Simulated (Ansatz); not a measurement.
## A computed series for WS2: response to strain

The parent structure is WS$_{2}$ (space group P6_3/mmc, No. 194; a = 3.1147 Å, c = 11.7724 Å; layered, stacked along the Cartesian z axis).

Strains are applied to the cell and any free atomic positions relax.

Method: PBEsol-D3(BJ) (Ansatz, an electronic-structure program, PAW, no spin-orbit coupling).

Notes on the quantities. pressure: mean of the normal stresses, compression positive.

```json
[
 {"isotropic strain (%)": "0", "pressure (GPa)": "0.0"},
 {"isotropic strain (%)": "0.6", "pressure (GPa)": "-1.6"},
 {"isotropic strain (%)": "1.2", "pressure (GPa)": "-3.0"},
 {"isotropic strain (%)": "1.8", "pressure (GPa)": "?"},
 {"isotropic strain (%)": "2.4", "pressure (GPa)": "-5.6"}
]
```

Q: Fit P = P₀ − Bδ + Cδ² with δ = (1 + ε)³ − 1 to the rows shown and predict the withheld row.

A: Least squares on the printed values gives P₀ = 0.0 GPa, B = 89.4 GPa (at held cell shape), C = 185 GPa (largest residual 0.0 GPa); this predicts -4.4 GPa, and the run gives -4.4 GPa, in agreement.

Whether these cells are dynamically stable was not tested.
